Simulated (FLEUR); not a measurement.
FLEUR run on Yb (Fm-3m, 1 atom in the cell): self-consistent single point.

Level of theory: FLEUR with PBE, all-electron FLAPW (FLEUR), scalar-relativistic valence.

```xyz
1
Lattice="0.0000 2.7537 2.7537 2.7537 0.0000 2.7537 2.7537 2.7537 0.0000" Properties=species:S:1:pos:R:3 pbc="T T T"
Yb     0.0000     0.0000     0.0000
```

Reference input (self-consistent single point, DFT, PBE, all-electron FLAPW (FLEUR), scalar-relativistic valence): Kmax = 3.8 1/bohr; GmaxXC = 11.4 1/bohr; xcFunctional = pbe; jspins = 1; l_soc = F; mode = hist; fermiSmearingEnergy = 0.00367493 Htr; mesh (inpgen div1-3) = 6 6 6; inpgen gamma flag = true; Gmax = 11.4 1/bohr; numbands = 0; maxIterBroyd = 40. This run's input differs from it in these lines:

```diff
@@ -13,3 +13,3 @@
 &comp jspins=1 /
-&kpt div1=6 div2=6 div3=6 gamma=t /
+&kpt div1=10 div2=10 div3=10 gamma=t /
 &end /
@@ -33,3 +33,3 @@
    <cell>
-      <bzIntegration valenceElectrons="24.0" mode="hist" fermiSmearingEnergy="0.00367493">
+      <bzIntegration valenceElectrons="24.0" mode="hist" fermiSmearingEnergy="0.00073499">
          <kPointListSelection listName="default-1"/>
```

Output (repeated stretches shortened):

```
 Iteration:     1   Distance:      70.12846023 me/bohr^3
 Iteration:     2   Distance:      12.75340835 me/bohr^3
 Iteration:     3   Distance:       9.76590853 me/bohr^3
 Iteration:     4   Distance:      11.72020766 me/bohr^3
 Iteration:     5   Distance:       6.93056406 me/bohr^3
   [... 10 lines left out ...]
 Iteration:    16   Distance:       0.00460952 me/bohr^3
 Iteration:    17   Distance:       0.00054483 me/bohr^3
 Iteration:    18   Distance:       0.00056089 me/bohr^3
 Iteration:    19   Distance:       0.00000357 me/bohr^3
 Run finished successfully
 Stop message:
   Structural relaxation: Done

[file out, last iteration]
             iter=     20
[...]
          total density-effective poten   -2.4250433330E+04
          total charge density-energy d   -2.9465816211E+02
 Updated energy parameters for spin:           1
[...]
 fermi energy and band-weighting factors:
    0.354406    0.513268    0.601073

[...]
FERMIE:
          first approx. to ef    (T=0)  :   0.185322 htr   (energy of the highest occ. eigenvalue)
          number of occ. states  (T=0)  :        564
          first approx. to seigv (T=0)  :  -4.964421 htr
          sum of weights of occ. states :  12.000000
          sum of semicore charge        :   0.000000 e
FERHIS:  Fermi-Energy by histogram:
          bandgap                     :   0.002113 htr
   [... lines left out ...]
          charge neutrality (T=0)     :   0.000000    (zero if the highest occ. eigenvalue is "entirely" occupied)
     EF_NEWTON:  Adjust Fermi-Energy by Newton-Method.
 Direct bandgap for spin            1 :    1.1906292954598469E-002  Htr
   [... lines left out ...]
 ---->    (input%tkb*entropy) TS=              0.0000638960 htr
 ---->    free energy=                    -14075.9307822233 htr
      extrapolation for T->0
 ---->    total electron energy=          -14075.9307502753 htr
 ***** TOTAL FORCES ON ATOMS *****
 TOTAL FORCE FOR ATOM TYPE=  1  X=  0.000   Y=  0.000   Z=  0.000
                       FX_TOT= 0.000000 FY_TOT= 0.000000 FZ_TOT= 0.000000
 Structural relaxation: Done
```

The run converged in 19 iterations. FLEUR gives forces in its relaxation mode, with a further iteration, so its stop message speaks of a relaxation. Against the reference run the free energy rises by 22.2 meV/atom.

The starting cell has typed, rounded lattice constants, without a prior relaxation at this level. Its lattice was rescaled by up to half a per cent. Spin-orbit coupling is off. Spin polarisation is off. Values depend on the basis (sphere radii, cutoffs, local orbitals), which need not be converged. The log's line on a gap gives a spacing of levels on this mesh, which the program prints for metals too.

Cost on one core of a shared machine: roughly 50 s.
